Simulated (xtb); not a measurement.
xtb 6.7.1, GFN1-xTB: Mg(Cl)(nacnac) (CC1=CC(C)=[N](C)->[Mg]([Cl])[N]1C), 24 atoms. The geometry is a generated start, not checked to be a minimum at this level.

```yaml
method: GFN1-xTB
"--acc": 1 (default)
"--etemp (K)": 300 (default)
detailed input (--input): "none: ANC optimiser, Lindh (1995) Hessian, microcycle=20, maxdispl=1.0, hlow=0.01 (default)"
basis_functions: 76
valence_electrons: 60
```

```xyz
24

Mg     0.5213    -1.1136    -1.4948
Cl     1.0455    -2.2851    -3.2168
C     -2.5361    -0.2843     1.3176
C     -1.2480    -0.2877     0.5307
C     -0.3183     0.6977     0.8573
C      0.9474     0.9912     0.3418
C      1.6670     2.1547     0.9897
N      1.5049     0.3214    -0.6368
C      2.8134     0.6399    -1.1592
N     -1.0646    -1.2044    -0.3952
C     -2.0844    -2.1914    -0.6512
H     -2.5782     0.5589     1.9995
H     -3.3919    -0.2314     0.6455
H     -2.6249    -1.2016     1.8997
H     -0.6334     1.3529     1.6572
H      1.0616     2.5877     1.7792
H      2.6099     1.8263     1.4267
H      1.8767     2.9326     0.2557
H      3.4502    -0.2467    -1.0825
H      2.7230     0.8890    -2.2214
H      3.3065     1.4686    -0.6488
H     -2.9852    -1.7370    -1.0899
H     -2.3772    -2.7240     0.2615
H     -1.6851    -2.9135    -1.3656
```

The structure is relaxed from this start with --opt LEVEL for the levels crude, sloppy, loose, lax, normal, tight, vtight, extreme, once each. Up to the end of the extreme run atoms move by at most 0.85 Å along an axis.

**Question.** Which level is enough to come within 20 meV of the tightest end point?

**Answer.** lax: 32 cycles against 44, ending 0.40 meV above.

```tsv
level	cycles	energy above the extreme run (meV)	gradient norm (eV/Å)
crude	3	92	0.25
sloppy	4	91	0.18
loose	5	89	0.14
lax	32	0.40	0.054
normal	34	0.16	0.043
tight	39	under 0.01	0.013
vtight	42	under 0.01	0.0048
extreme	44	—	0.0016
```
